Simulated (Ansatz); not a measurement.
Antifluorite K2Te, treated with PBE0 (plane waves, PAW; Ansatz, an electronic-structure program).

Run with plane-wave cutoff 460 eV, 6×6×6 k mesh, Fermi–Dirac smearing 0.01 eV, scalar-relativistic PAW data made under PBE.

Cell (relaxed at this level):

```yaml
crystal:
  lattice:
    - [0.00000, 4.09581, 4.09581]
    - [4.09581, 0.00000, 4.09581]
    - [4.09581, 4.09581, 0.00000]
  atoms:
    - { symbol: K, position: [0.25000, 0.25000, 0.25000] }
    - { symbol: K, position: [0.75000, 0.75000, 0.75000] }
    - { symbol: Te, position: [0.00000, 0.00000, 0.00000] }
```

Give the computed bulk modulus B0, band gap, smallest direct gap on the k points sampled and pressure derivative B′ of the bulk modulus.


- bulk modulus B0: 13.9 GPa
- band gap: 3.58 eV (on the SCF k mesh)
- smallest direct gap on the k points sampled: 3.63 eV
- pressure derivative B′ of the bulk modulus: 4.4

Note: the relaxation could not lower the start's symmetry, so the cell can be a saddle point above a distorted one.

Spin–orbit coupling is not included; with these elements it can move the gap by several tenths of an eV or more.

The computed numbers hold no vibrational or temperature effects.

The result took around 23 core-minutes (rough).
